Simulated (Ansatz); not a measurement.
Consider CdO in the rock salt structure (space group Fm-3m, No. 225; a = 4.690 Å).

Structures relaxed with PBEsol/PAW in Ansatz (a first-principles code), no SOC.

Base:

Simulated powder pattern, Cu Kα1, λ = 1.54056 Å (kinematic, ideal powder, no thermal factors, no anomalous dispersion; the 10 strongest lines at most, above 2 %, up to 2θ = 90°):

| 2θ (°) | I/Imax (%) | hkl |
|---|---|---|
| 33.05 | 100 | (111) |
| 38.35 | 89 | (200) |
| 55.36 | 57 | (220) |
| 66.01 | 41 | (311) |
| 69.35 | 18 | (222) |
| 82.13 | 8.5 | (400) |

After one change:

Simulated powder pattern, Cu Kα1, λ = 1.54056 Å (kinematic, ideal powder, no thermal factors, no anomalous dispersion; the 10 strongest lines at most, above 2 %, up to 2θ = 90°):

```csv
2θ (°),I/Imax (%)
35.34,100
41.03,87
59.42,54
71.07,39
74.75,17
89.01,8.4
```

**Question.** Which of these changes matches the shifts?
A) pressure 30 GPa
B) pressure 9 GPa
C) pressure 1.8 GPa
D) pressure 45 GPa

**Answer.** D, pressure 45 GPa. Its volume per atom is 10.62 Å³ against 12.90 Å³, and its space group is Fm-3m (No. 225).

The mesh was chosen for an insulator and is coarse for the gapless case. Load acts through the strain it causes; cell and atoms are relaxed under it. Stability against distortions was not tested. Competing high-pressure phases were not computed. The final runs are not spin-polarised.
